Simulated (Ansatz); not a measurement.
The parent structure is MgS in the rock salt structure (space group Fm-3m, No. 225; a = 5.2030 Å). Axes: x, y, z lie along the cube axes.

Calculations: Kohn–Sham DFT with the r2SCAN functional, run in Ansatz (an electronic-structure program) with PAW and 500 eV plane waves, no SOC.

Strains are applied to the cell and any free atomic positions relax.

One change was made to it. Results:

```csv
quantity,base,after
electron mass,"0.53 mₑ along k, 0.31 mₑ across (at X)","0.52 mₑ along k, 0.30 mₑ across (at X)"
band gap,3.46 eV,3.43 eV
"valence-band top at Γ (three highest levels, from the VBM)","0.00, 0.00, 0.00 eV","0.00, -0.02, -0.02 eV"
```

Task: Which of these changes matches the shifts?
A. uniaxial strain ε_zz = +3.00 %
B. uniaxial strain ε_zz = +2.50 %
C. uniaxial strain ε_zz = +0.50 %

Result: C, uniaxial strain ε_zz = +0.50 %. For comparison, the band gap in the other runs: uniaxial strain ε_zz = +3.00 % gives 3.28 eV; uniaxial strain ε_zz = +2.50 % gives 3.30 eV.

Masses are band curvatures over ±0.01 Å⁻¹ around the edge. Along k means along the line from Γ to the band edge. No phonon test of stability was made.
